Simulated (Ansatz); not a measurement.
# Fermi-surface data of Ti (P6_3/mmc)

Consider the following.

```
CELL_PARAMETERS angstrom
      2.89426     0.00000     0.00000
     -1.44713     2.50650     0.00000
      0.00000     0.00000     4.62380
ATOMIC_POSITIONS crystal
  Ti 0.33333 0.66667 0.25000
  Ti 0.66667 0.33333 0.75000
```

The numbers are results of PBEsol, rigid bands (plane waves, PAW, scalar-relativistic; Ansatz, a program for electronic structure), not measurements. Condition of this run: uniaxial stress zz = -1 GPa (compression positive) (the target of the relaxation). Cell: cell and atoms relaxed with PBEsol, then loaded as said.

```json
{
  "density of states at the Fermi level": "1.83 states/(eV·cell), both spins",
  "bare Sommerfeld coefficient": "2.2 mJ/(mol of atoms·K²)",
  "drude_plasma_energy": "3.8 (x), 3.8 (y), 4.0 (z) eV",
  "root-mean-square Fermi velocity": "3.3e5 m/s",
  "resistivity times τ": "33 (x), 33 (y), 30 (z) ×10⁻²² Ω·m·s"
}
```

A metal at this level (no band gap); rigid bands, thermally averaged at 300 K, both spins. Spin-orbit coupling is left out. τ is one relaxation time for all states.
